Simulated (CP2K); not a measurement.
Worked example: relaxation of cell and atoms of Sr₃Ag (Pm-3m, 4 atoms in the cell) in CP2K.

Level of theory: LDA (Pade form), GPW, DZVP-MOLOPT-SR-GTH basis, GTH-PADE potentials (GTH_POTENTIALS) run with CP2K 2026.2.

```yaml
crystal:
  lattice:
    - [5.49087, 0.00000, 0.00000]
    - [0.00000, 5.49087, 0.00000]
    - [0.00000, 0.00000, 5.49087]
  atoms:
    - { symbol: Sr, position: [0.00000, 0.50000, 0.50000] }
    - { symbol: Sr, position: [0.50000, 0.00000, 0.50000] }
    - { symbol: Sr, position: [0.50000, 0.50000, 0.00000] }
    - { symbol: Ag, position: [0.00000, 0.00000, 0.00000] }
```

Reference input (self-consistent single point, DFT LDA (Pade form), GPW, DZVP-MOLOPT-SR-GTH basis, GTH-PADE potentials (GTH_POTENTIALS)): CUTOFF = 500 Ry; REL_CUTOFF = 50 Ry; SMEAR/METHOD = MARZARI_VANDERBILT; SIGMA = 0.1 eV; KPOINTS/SCHEME = MONKHORST-PACK 5 5 5; XC_FUNCTIONAL = PADE; Sr/BASIS_SET = DZVP-MOLOPT-SR-GTH; Sr/POTENTIAL = GTH-PADE-q10; Ag/BASIS_SET = DZVP-MOLOPT-SR-GTH; Ag/POTENTIAL = GTH-PADE-q11; METHOD = GPW; EPS_DEFAULT = 1e-11. This run's input differs from it in these lines:

```diff
@@ -2,3 +2,3 @@
   PROJECT scf
-  RUN_TYPE ENERGY_FORCE
+  RUN_TYPE CELL_OPT
   PRINT_LEVEL MEDIUM
@@ -14,5 +14,6 @@
       EPS_DEFAULT 1E-11
+      EXTRAPOLATION USE_GUESS
     &END QS
     &MGRID
-      CUTOFF 500
+      CUTOFF 300
       REL_CUTOFF 50
@@ -22,3 +23,3 @@
       SCF_GUESS ATOMIC
-      EPS_SCF 1E-6
+      EPS_SCF 1E-7
       MAX_SCF 100
@@ -89,2 +90,20 @@
 &END FORCE_EVAL
+&MOTION
+  &CELL_OPT
+    OPTIMIZER BFGS
+    MAX_ITER 60
+    MAX_FORCE 4E-4
+    RMS_FORCE 3E-4
+    EXTERNAL_PRESSURE [GPa] 0
+    PRESSURE_TOLERANCE [bar] 200
+  &END CELL_OPT
+  &PRINT
+    &CELL ON
+    &END CELL
+    &RESTART OFF
+    &END RESTART
+    &RESTART_HISTORY OFF
+    &END RESTART_HISTORY
+  &END PRINT
+&END MOTION
```

Log, with long lists cut:

```
 SCF WAVEFUNCTION OPTIMIZATION

  Step     Update method      Time    Convergence         Total energy    Change
     1 NoMix/Diag. 0.20E+00      -     1.52554753      -129.5199771806 -1.30E+02
     2 Broy./Diag. 0.20E+00      -     0.08264390      -130.2784982287 -7.59E-01
     3 Broy./Diag. 0.20E+00      -     0.07398117      -129.6552876680  6.23E-01
     4 Broy./Diag. 0.20E+00      -     0.04827924      -129.1701792093  4.85E-01
     5 Broy./Diag. 0.20E+00      -     0.01377445      -129.0711384999  9.90E-02
     6 Broy./Diag. 0.20E+00      -     0.00480328      -129.1435390616 -7.24E-02
   [... 4 lines left out ...]
    11 Broy./Diag. 0.20E+00      -     0.00000844      -129.1466166493 -4.78E-05
    12 Broy./Diag. 0.20E+00      -     0.00000166      -129.1466019758  1.47E-05
    13 Broy./Diag. 0.20E+00      -     0.00000048      -129.1466002098  1.77E-06
    14 Broy./Diag. 0.20E+00      -     0.00000007      -129.1466026688 -2.46E-06
  *** SCF run converged in    14 steps ***

  Overlap energy of the core charge distribution:               0.00000000000000
  Self energy of the core charge distribution:               -236.19252521769013
  Core Hamiltonian energy:                                     58.18791940053191
  Hartree energy:                                              67.23458786940735
  Exchange-correlation energy:                                -18.37624351758113
  Smearing free energy correction:                             -0.00034120344025
  Fermi energy:                                                 0.17632589989507

  Total energy:                                              -129.14660266884718

                     Mulliken Population Analysis

 #  Atom  Element  Kind  Atomic population                           Net charge
   [... lines left out ...]
  Fermi energy:                                                 0.17678448399001
  Total energy:                                              -129.14673623947650
 OPT| Pressure deviation [bar]                                 -18056.6479456060
 OPT| Pressure tolerance [bar]                                    200.0000000000
 OPT| Pressure is converged                                                   NO
  Fermi energy:                                                 0.20455866061843
  Total energy:                                              -129.15067575887923
 OPT| Pressure deviation [bar]                                      0.0040199193
 OPT| Pressure tolerance [bar]                                    200.0000000000
 OPT| Pressure is converged                                                  YES
   [... lines left out ...]
       2     Sr       1          9.832758                              0.167242
       3     Sr       1          9.832753                              0.167247
       4     Ag       2         11.501730                             -0.501730
 # Total charge                             41.000000                  0.000000

 ENERGY| Total FORCE_EVAL ( QS ) energy [hartree]           -129.150675758879231
```

The run converged. 

Summary of the result:
| Property | Value |
|---|---|
| Free energy E − TS | -3514.3689 eV |
| Fermi level (on the code's own zero) | 5.57 eV |
| Pressure | 0.00 GPa |
| Final cell | a = b = c = 5.287 Å, α = β = γ = 90.00° |
| Final volume per atom | 36.95 Å³ |
| Relaxation steps | 7 |

The starting cell comes from a database of computed structures (which also holds hypothetical and non-ambient phases and stackings), without a prior relaxation at this level. Values carry the incompleteness of an atom-centred basis.

Cost on one core of a shared machine: roughly 3 min.
